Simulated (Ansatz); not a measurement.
The reference is GaCuSe2 in the chalcopyrite structure (space group I-42d, No. 122; a = 5.5700 Å, c = 11.0748 Å). Axes: x, y, z lie along a, b, c of the conventional cell.

The values are results of PBEsol/PAW in Ansatz (an electronic-structure program), no spin-orbit coupling, not measurements.

For the base:

* **Pressure**: 0.00 GPa
* **Band gap**: 0.12 eV
* **Valence-band top at Γ**: 0.00, -0.09, -0.09 eV
* **Gap character**: direct at Γ

Now apply this change: tensor shear ε_xz = +0.40 % (engineering shear γ = 0.0080), atoms relaxed at fixed cell.

### Question
What does the calculation give for the energy relative to the base, pressure, band gap, valence-band top at Γ and gap character after the change?

### Answer
The energy is nearly the same; the pressure (mean of the normal stresses, compression positive) stays 0.00 GPa; the band gap is still 0.12 eV; the valence-band top at Γ (three highest levels, from the VBM) goes from 0.00, -0.09, -0.09 eV to 0.00, -0.09, -0.10 eV; the gap character remains direct at Γ.

The cells carry an imposed strain or load. No phonon test of stability was made. The final runs are not spin-polarised. The zero or small gap of GaCuSe2 can change with the level of theory. k-point labels follow each cell's own Brillouin zone.
